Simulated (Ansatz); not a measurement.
An Ansatz (a first-principles code) run: Si with a change (Si → Ge); Ansatz, PBEsol, PAW, cutoff 420 eV, scalar-relativistic without spin-orbit coupling, earlier PAW set.

Input:

Ansatz 0.2 input:
```yaml
crystal:
  lattice:
    - [0, 2.8380650447, 2.8380650447]
    - [2.8380650447, 0, 2.8380650447]
    - [2.8380650447, 2.8380650447, 0]
  atoms:
    - { symbol: Ge, position: [0.5, 0.5, 0.5] }
    - { symbol: Ge, position: [0.75, 0.75, 0.75] }
basis: { ecutwfc: 420, ecutrho_ratio: 4, xc_grid: 2, fft_grid_basis: typed }
kpoints: { mp_grid: { grid: [14, 14, 14] } }
hamiltonian:
  xc: pbesol
  dispersion: none
  pseudopotentials: { azcp: { folder: ./paw }, kind: paw }
scf: { occupations: { method: fermi_dirac, width: 0.05 }, convergence: { dr2_threshold: 0.0000000002 } }
output: { forces: true, stress: true }
checkpoint: { write: state.ck, write_every: 1000 }
```

Output:

```
WARN ansatz: RAYON_NUM_THREADS=1 ignored (pool sized by the plan → 1); use --threads N
Pseudopotentials: kind: paw
Pseudopotential: Ge, paw, valence charge 14
Functional definition: PBEsol
Crystal: 2 atoms, lattice volume = 45.719 Å³
Basis set: ecut = 420 eV, 893 PW (Γ), exchange–correlation on 54×54×54 points (8 copies of the dense FFT grid, shifted against one another)
Bands: 18, of which v1, the nominal top of the filled ones, is band 14 counted from 1 (13 counted from 0)
Symmetry: 48 space group operations
Space group: Fd-3m (ITA 227), of the structure as read, at distance tolerance 3.6e-5 Å
k-points: 104 of 2744
PAW frozen core: Ge, regenerated for the run's functional, and the local potential with it
Initial density: superposition of atomic densities (chi_scale 0.1, normalization cell)
Initial wavefunctions: pseudopotential atomic-orbital guess
Eigensolver: davidson
Functional: x = pbesol(κ = 0.804, μ = 0.12345679012345678), c = pbesol(β = 0.046)
SCF iter   1: F=—  HF=-8507.076765 eV  |F-HF|=—  |Δ(HF+E_count)|=         —  Δρ=3.49e-2  dr2=4.43e-1  ethr=3.10e-3  ⟨swp⟩=5.9  Hψ=8806  notcnv=0
all-band conjugate gradients solve this SCF's bands
preconditioner: auto → none
SCF iter   2: F=—  HF=-8507.013586 eV  |F-HF|=—  |Δ(HF+E_count)|=   6.32e-2  Δρ=1.66e-2  dr2=8.33e-2  ethr=1.58e-3  ⟨swp⟩=2.0  Hψ=3066  notcnv=0
SCF iter   3: F=—  HF=-8507.007126 eV  |F-HF|=—  |Δ(HF+E_count)|=   6.46e-3  Δρ=1.57e-3  dr2=2.92e-4  ethr=2.98e-4  ⟨swp⟩=2.6  Hψ=2667  notcnv=0
SCF iter   4: F=—  HF=-8507.007281 eV  |F-HF|=—  |Δ(HF+E_count)|=   1.54e-4  Δρ=1.91e-4  dr2=1.14e-5  ethr=1.04e-6  ⟨swp⟩=2.0  Hψ=3138  notcnv=0
SCF iter   5: F=—  HF=-8507.007257 eV  |F-HF|=—  |Δ(HF+E_count)|=   2.36e-5  Δρ=1.21e-4  dr2=4.74e-6  ethr=4.07e-8  ⟨swp⟩=2.0  Hψ=3334  notcnv=0
SCF iter   6: F=—  HF=-8507.007249 eV  |F-HF|=—  |Δ(HF+E_count)|=   7.53e-6  Δρ=5.30e-5  dr2=9.06e-7  ethr=1.69e-8  ⟨swp⟩=2.0  Hψ=3124  notcnv=0
SCF iter   7: F=—  HF=-8507.007250 eV  |F-HF|=—  |Δ(HF+E_count)|=   6.75e-7  Δρ=1.13e-5  dr2=3.47e-8  ethr=3.24e-9  ⟨swp⟩=2.0  Hψ=3329  notcnv=0
SCF iter   8: F=—  HF=-8507.007250 eV  |F-HF|=—  |Δ(HF+E_count)|=   5.16e-8  Δρ=1.27e-6  dr2=4.36e-10  ethr=1.24e-10  ⟨swp⟩=2.0  Hψ=3331  notcnv=0
SCF iter   9: F=-8507.007250 eV  HF=-8507.007250 eV  |F-HF|=1.82e-12  |Δ(HF+E_count)|=  6.44e-10  Δρ=7.51e-8  dr2=1.29e-12  ethr=1.00e-12  ⟨swp⟩=4.1  Hψ=6675  notcnv=0
SCF 1 converged in 9 iterations: F = -8507.007250 eV  dr2 = 1.29e-12
SCF converged after 9 iterations
Free energy (F): -8507.007250 eV
Harris-Foulkes:  -8507.007250 eV  (|F-HF|=1.82e-12)
Internal energy: -8507.006761 eV  (E = F + TS)
E sigma→0 (E₀):  -8507.007005 eV
Entropy (-TS):   -0.000489 eV (-0.245 meV/atom)
Fermi energy:    8.303966 eV
--- Per-component energies (eV) ---
  E_band       = -306.813875
  E_kinetic    = 185.592728
  E_local      = -4517.999055  (includes V_loc(G=0)·N_el)
  E_nonlocal   = 438.707316
  E_hartree    = 2150.171393
  E_xc         = -142.138009
  E_vxc        = -130.254929  (∫ρ·V_xc dr)
  E_paw        = -3944.710526  (= ΣΔE_a)
  E_vpaw       = -583.202672  (= ΣTr[D̂ρ^β])
  E_aug_tail   = 0.000051  (compensation charges beyond the density's cutoff)
  E_ewald      = -2678.466535
  E_core_change = 1.835876  (= ΣΔE_core)
  E_smearing   = -0.000489  (= −TS)
  E_closure    = -0.000000  (closes the sum)
  Σ components = -8507.007250   (vs F -8507.007250, Δ=0.00e0)
  [band-id]    e_kinetic+e_local+e_nonlocal+2·e_hartree+e_vxc+e_vpaw+e_augmentation_tail = -306.813775   (vs E_band -306.813875, Δ=1.00e-4)
--- Forces (eV/Å), atoms counted from 1 ---
  atom   1  Ge    -0.00000000     0.00000000    -0.00000000
  atom   2  Ge    -0.00000000     0.00000000     0.00000000
  max |Σ_I F_I| component: 1.02e-16 eV/Å
--- Stress (GPa, compression-positive) ---
       -0.006211      -0.000000       0.000000
       -0.000000      -0.006211      -0.000000
       -0.000000      -0.000000      -0.006211
  P = ⅓ Tr σ = -0.0062 GPa (-0.062 kbar)
  The stress holds the Pulay correction. Without it, at fixed plane waves, as pw.x and ABINIT print it: P = -0.0330 GPa
  The stress includes an estimate of the error left by incomplete SCF convergence (largest component -0.0000 GPa).
--- Band table ---
  band table: none
```

Whether these cells are dynamically stable was not tested. The cell was made from Si by this change: Si → Ge.
